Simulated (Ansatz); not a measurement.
The parent structure is SiS$_{2}$ (space group Ibam, No. 72; made of chains).

```cif
data_S8Si4
_chemical_formula_sum 'S8 Si4'
_space_group_name_H-M_alt 'Ibam'
_space_group_IT_number 72
_space_group_name_Hall '-I 2 2c'
_cell_length_a 5.80308
_cell_length_b 9.89182
_cell_length_c 5.54551
_cell_angle_alpha 90.000
_cell_angle_beta 90.000
_cell_angle_gamma 90.000
loop_
_atom_site_label
_atom_site_type_symbol
_atom_site_symmetry_multiplicity
_atom_site_Wyckoff_symbol
_atom_site_fract_x
_atom_site_fract_y
_atom_site_fract_z
_atom_site_occupancy
S1 S 8 j 0.19967 0.11479 0.00000 1
Si1 Si 4 a 0.00000 0.00000 0.25000 1
```
(The calculation used a cell of 6 atoms; values per cell refer to that cell.)

Method: Kohn–Sham DFT with the r2SCAN functional, run in Ansatz (a program for electronic structure) with PAW and 500 eV plane waves, spin-orbit coupling left out.

Before the change:

| Item | Result |
|---|---|
| Gap between the host's bands | 3.31 eV |

It is then changed as follows: 1.59 electrons added to each cell, a density of 1.0×10^22 cm⁻³, with a uniform compensating background at fixed cell and a 300 K Fermi–Dirac width.

### Question
Estimate the effect on the Fermi level from band edge.

### Answer
The Fermi level relative to the doped band's edge (positive inside the band; to 0.05 eV) amounts to +0.80 eV.

### Question
What does the calculation give for the gap between the host's bands after the change?

### Answer
The gap between the host's bands decreases by 0.38 eV (3.31 eV → 2.93 eV).

### Question
Predict the new largest internal atomic displacement.

### Answer
The largest internal atomic displacement is 0.081 Å.

Carriers are added with a uniform compensating background; total energy and stress of such cells depend on the potential's zero and are not compared; many-body gap narrowing is missing at this level. Whether these cells are dynamically stable was not tested. No dispersion term is included, though the crystal is made of layers, chains or molecules, so its spacings can come out too wide.
